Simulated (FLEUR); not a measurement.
FLEUR run on TiAu (Pmma, 4 atoms in the cell): self-consistent single point.

Level of theory: PBEsol, all-electron FLAPW (FLEUR), scalar-relativistic valence in FLEUR.

The change in words: lattice scaled by 0.98. Reference geometry:
```
CELL_PARAMETERS angstrom
      4.54169     0.00000     0.00000
      0.00000     2.90820     0.00000
      0.00000     0.00000     4.86885
ATOMIC_POSITIONS crystal
  Ti 0.25000 0.00000 0.82019
  Ti 0.75000 0.00000 0.17981
  Au 0.25000 0.50000 0.32411
  Au 0.75000 0.50000 0.67589
```
Moments meant for the start (each program seeds them in its own way; μB, in the order of the atoms Ti Ti Au Au): 1.0 1.0 0.0 0.0.

Reference input (self-consistent single point, DFT, PBEsol, all-electron FLAPW (FLEUR), scalar-relativistic valence): Kmax = 4.1 1/bohr; GmaxXC = 14.3 1/bohr; xcFunctional = PBEs; jspins = 2; l_soc = F; mode = hist; fermiSmearingEnergy = 0.00183747 Htr; mesh (inpgen div1-3) = 5 7 4; inpgen gamma flag = true; Gmax = 14.3 1/bohr; numbands = 0; maxIterBroyd = 25. This run's input differs from it in these lines:

```diff
@@ -3,5 +3,5 @@
 &input film=f /
-8.5825502430 0.0000000000 0.0000000000
-0.0000000000 5.4957052951 0.0000000000
-0.0000000000 0.0000000000 9.2007835933
+8.4108988601 0.0000000000 0.0000000000
+0.0000000000 5.3857912648 0.0000000000
+0.0000000000 0.0000000000 9.0167677324
 1.0
@@ -46,5 +46,5 @@
          <bravaisMatrix>
-            <row-1>    8.5825502430000000     0.0000000000000000     0.0000000000000000</row-1>
-            <row-2>    0.0000000000000000     5.4957052950999996     0.0000000000000000</row-2>
-            <row-3>    0.0000000000000000     0.0000000000000000     9.2007835933000006</row-3>
+            <row-1>    8.4108988600999997     0.0000000000000000     0.0000000000000000</row-1>
+            <row-2>    0.0000000000000000     5.3857912647999999     0.0000000000000000</row-2>
+            <row-3>    0.0000000000000000     0.0000000000000000     9.0167677324000000</row-3>
          </bravaisMatrix>
```

The program printed (abridged):

```
 Iteration:     1   Distance:      29.04453358 me/bohr^3
 Iteration:     2   Distance:      20.15798240 me/bohr^3
 Iteration:     3   Distance:       9.72457926 me/bohr^3
 Iteration:     4   Distance:       6.86931224 me/bohr^3
 Iteration:     5   Distance:       4.39771292 me/bohr^3
   [... 19 lines left out ...]
 Iteration:    25   Distance:       0.00002109 me/bohr^3
 Iteration:    26   Distance:       0.00002054 me/bohr^3
 Iteration:    27   Distance:       0.00001180 me/bohr^3
 Iteration:    28   Distance:       0.00000528 me/bohr^3
 Reset of history
 Run finished successfully
 Stop message:
   Structural relaxation: new displacements generated

[file out, last iteration]
             iter=     29
[...]
          total density-effective poten   -6.9875705822E+04
          total charge density-energy d   -8.0303621490E+02
 Updated energy parameters for spin:           1
 Updated energy parameters for spin:           2
[...]
 fermi energy and band-weighting factors:

[...]
FERMIE:
          first approx. to ef    (T=0)  :   0.486428 htr   (energy of the highest occ. eigenvalue)
          number of occ. states  (T=0)  :       2095
          first approx. to seigv (T=0)  : -25.407406 htr
          sum of weights of occ. states :  58.007143
          sum of semicore charge        :   0.000000 e
FERHIS:  Fermi-Energy by histogram:
          bandgap                     :   0.000009 htr
   [... lines left out ...]
          charge neutrality (T=0)     :   0.007143    (zero if the highest occ. eigenvalue is "entirely" occupied)
     EF_NEWTON:  Adjust Fermi-Energy by Newton-Method.
 Direct bandgap for spin            1 :    1.2051138466261935E-002  Htr
 Direct bandgap for spin            2 :    2.9436208725280855E-004  Htr
 ---->    free energy=                    -39791.1361227867 htr
   [... lines left out ...]
SPIN-2 FORCE FOR ATOM TYPE=  2  X=  2.103   Y=  2.693   Z=  2.922      FX_SP = 0.000000 FY_SP = 0.000000 FZ_SP = 0.025211
 ***** TOTAL FORCES ON ATOMS *****
 TOTAL FORCE FOR ATOM TYPE=  1  X=  2.103   Y=  0.000   Z= -1.621
                       FX_TOT= 0.000000 FY_TOT= 0.000000 FZ_TOT=-0.001177
 TOTAL FORCE FOR ATOM TYPE=  2  X=  2.103   Y=  2.693   Z=  2.922
                       FX_TOT= 0.000000 FY_TOT= 0.000000 FZ_TOT=-0.003241
```

The run converged in 28 iterations. FLEUR gives forces in its relaxation mode, with a further iteration, so its stop message speaks of a relaxation. 

The starting cell comes from a database of computed structures (which also holds hypothetical and non-ambient phases and stackings), without a prior relaxation at this level. Its lattice was rescaled by a random factor within 2.5 % of one. For this run, on top of that: lattice scaled by 0.98. Spin-orbit coupling is off. The magnetic order is the one reached from the typed start; others were not searched systematically. Values depend on the basis (sphere radii, cutoffs, local orbitals), which need not be converged. The log's line on a gap gives a spacing of levels on this mesh, which the program prints for metals too.

These are the values that this program gave, and no reference: the default basis lacks the next d shell.

Cost on one core of a shared machine: roughly 9 min.
